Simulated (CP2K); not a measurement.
A user runs CP2K on CsZn₄As₃ (P1, 8 atoms in the cell) and asks whether the run is sound. The aim is a self-consistent single point with DFT LDA (Pade form), GPW, DZVP-MOLOPT-SR-GTH basis, GTH-PADE potentials (GTH_POTENTIALS).

Cell that was meant: a = 4.1789 Å, b = 4.1789 Å, c = 10.5710 Å, α = 90.00°, β = 90.00°, γ = 90.00°.

Part of the input:

```
  &DFT
    BASIS_SET_FILE_NAME BASIS_MOLOPT
    POTENTIAL_FILE_NAME GTH_POTENTIALS
    CHARGE 2
    &QS
      METHOD GPW
      EPS_DEFAULT 1E-11
```

Log, with long lists cut:

```
 GLOBAL| Method name                                                        CP2K
   [... lines left out ...]
                           70                72.000                        0.972

 Number of electrons:                                                         70
 Number of occupied orbitals:                                                 35
 Number of molecular orbitals:                                                47

 Number of orbital functions:                                                153
 Number of independent orbital functions:                                    153
 SCF WAVEFUNCTION OPTIMIZATION

  Step     Update method      Time    Convergence         Total energy    Change
     1 NoMix/Diag. 0.20E+00      -     2.10782978      -281.6407615176 -2.82E+02
     2 Broy./Diag. 0.20E+00      -     0.23303336      -278.0805740392  3.56E+00
     3 Broy./Diag. 0.20E+00      -     0.16473286      -279.8557460666 -1.78E+00
     4 Broy./Diag. 0.20E+00      -     0.04835572      -281.1382501591 -1.28E+00
     5 Broy./Diag. 0.20E+00      -     0.03196521      -281.4991784683 -3.61E-01
     6 Broy./Diag. 0.20E+00      -     0.02179862      -281.6242830798 -1.25E-01
   [... 7 lines left out ...]
    14 Broy./Diag. 0.20E+00      -     0.00001190      -281.5703093535 -2.71E-04
    15 Broy./Diag. 0.20E+00      -     0.00000627      -281.5703324395 -2.31E-05
    16 Broy./Diag. 0.20E+00      -     0.00000350      -281.5703025350  2.99E-05
    17 Broy./Diag. 0.20E+00      -     0.00000032      -281.5702925929  9.94E-06
  *** SCF run converged in    17 steps ***

  Overlap energy of the core charge distribution:               0.00000000974915
  Self energy of the core charge distribution:               -401.60214417129600
  Core Hamiltonian energy:                                    116.80492861376668
  Hartree energy:                                              45.47184538656877
  Exchange-correlation energy:                                -42.24406563361819
  Smearing free energy correction:                             -0.00085679794647
  Fermi energy:                                                 0.12941273424055

  Total energy:                                              -281.57029259294865

                     Mulliken Population Analysis

   [... lines left out ...]
 STRESS|                        x                   y                   z
 STRESS|      x       -1.93841576085E+05  -3.36210713200E+01   2.80134469917E+03
 STRESS|      y       -3.36210713200E+01  -1.89021534328E+05  -4.23774687904E+02
 STRESS|      z        2.80134469917E+03  -4.23774687904E+02  -1.59399152578E+05
 STRESS| 1/3 Trace                                            -1.80754087664E+05
```

Is anything amiss in this input, and did it matter?

The run is not sound. The fault is an unintended net charge. A charged periodic cell changes the electron count and is neutralised by a uniform background, so energy, forces and pressure belong to another system. To fix it, remove the charge. The run converged in 17 iterations without an error; against the sound input the pressure goes from -2.42 to -18.08 GPa and the largest force goes from 0.529 to 0.402 eV/Å.

An input that runs soundly differs in these lines (not the only fix; some lines may just follow from the change or write a value another way):
```diff
-    CHARGE 2
```

With that input, the run converged in 16 iterations: free energy E − TS -7653.6964 eV; Fermi level (on the code's own zero) 4.73 eV; pressure -2.42 GPa; largest force (vector length) 0.529 eV/Å (DFT LDA (Pade form), GPW, DZVP-MOLOPT-SR-GTH basis, GTH-PADE potentials (GTH_POTENTIALS)).

On the sound input: the starting cell comes from a database of published, mostly measured structures (it also holds non-ambient and calculated ones), without a prior relaxation at this level. Its atoms were displaced at random from the sites of space group no. 123. Values carry the incompleteness of an atom-centred basis. The run gives no clean gap (levels at the Fermi energy touch, overlap or are partly filled at this smearing), which alone does not show that the compound is a metal. Without a gap this mesh is coarse (it stands for a supercell whose shortest vector is 13 Å).
